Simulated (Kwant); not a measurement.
Model: Hückel tight-binding model, one pz orbital an atom, one spin, coherent transport at 0 K (Kwant). Conductance is in e²/h.

Device: π system c1ccc2cccc2cc1 between two chain leads. The π system is taken as planar. Atoms are numbered from 0 in the order of the SMILES. Site energies (eV, carbon 0): [0.0, 0.0, 0.0, 0.0, 0.0, 0.0, 0.0, 0.0, 0.0, 0.0]. Bonds (i, j, β in eV): (0,1,-2.4) (1,2,-2.4) (2,3,-2.4) (3,4,-2.4) (4,5,-2.4) (5,6,-2.4) (6,7,-2.4) (7,8,-2.4) (8,9,-2.4) (9,0,-2.4) (7,3,-2.4). Leads: chains of hopping −3.6 eV, joined by −0.72 eV to atoms 0 and 1.

Site energies and bond integrals are typed Hückel values.

Sweep values stay those of the base run.

One input was changed, with this effect: transmission at E = 0 0.0036 → < 1e-12.

Problem. Which change was it?
A. contacts moved from atoms [0, 1] to [2, 4]
B. contacts moved from atoms [0, 1] to [4, 6]
C. contacts moved from atoms [0, 1] to [4, 5]
D. contacts moved from atoms [0, 1] to [1, 8]
E. contacts moved from atoms [0, 1] to [0, 2]
F. contacts moved from atoms [0, 1] to [1, 4]

Solution. A, contacts moved from atoms [0, 1] to [2, 4]
